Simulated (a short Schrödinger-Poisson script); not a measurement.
Stack: symmetric double-gate stack, Si3N4 on p-type Ge(100), at 300 K.

```
layer  material  thickness (nm)  Na (cm⁻³)
-----  --------  --------------  ---------
1         Si3N4             1.5          -
2            Ge               2       8e16
3         Si3N4             1.5          -
```

The device is made up for the run: typed textbook-type constants, with dimensions and the other settings drawn at random. Si3N4: permittivity 7.5, conduction-band edge (eV) 1.9, gap (eV) 5.1, electron mass (mₑ) 0.5. Ge: permittivity 16, conduction-band edge (eV) 0, gap (eV) 0.664, Nv at 300 K (cm⁻³) 6e18.

Channel valleys (confinement mass, in-plane density-of-states mass, number): L4 0.12, 0.295, 4. At the gates, both at one voltage, the conduction-band edge of layer 1 lies 2.16 eV − eVg above the Fermi level of the channel. Gaps are held at their typed values at every temperature. Mesh 0.03 nm at interfaces.

Solved with a short Schrödinger-Poisson script written for these runs: 1D Poisson equation in equilibrium, electrons quantum, Hartree (BenDaniel-Duke, 12 states a valley, the channel's in-plane mass for all, wave functions ending at the dielectric), parabolic valleys, classical holes, full ionisation, no traps, pinning or gate leakage.

The same stack at other levels of the model or other numerical settings:

```csv
run,sheet density of all electrons at Vg = 0.95 V (cm⁻²),capacitance of both gates at Vg = 0.95 V (μF/cm²),gate voltage at 1e11 electrons/cm² (V),rough cost against the base
base,2.70e11,1.37,0.92,about 1
"electrons treated as classical, Boltzmann",[?],[?],0.19,0.2
"electrons treated as classical, Fermi-Dirac",2.62e13,[?],0.19,0.6
mesh six times as coarse,3.00e11,1.49,0.92,0.4
one subband a valley,2.70e11,1.37,0.92,0.7
```

**Question.** Fill in the missing entries.

**Answer.** 
- electrons treated as classical, Boltzmann, capacitance of both gates at Vg = 0.95 V (μF/cm²): 8.15
- electrons treated as classical, Fermi-Dirac, capacitance of both gates at Vg = 0.95 V (μF/cm²): 6.60
- electrons treated as classical, Boltzmann, sheet density of all electrons at Vg = 0.95 V (cm⁻²): 3.21e13

The classical rows ignore confinement, and Boltzmann statistics overrate the density once the band edge passes the Fermi level.

Only the L valleys are kept; under strong confinement the Δ valleys of Ge fill too.
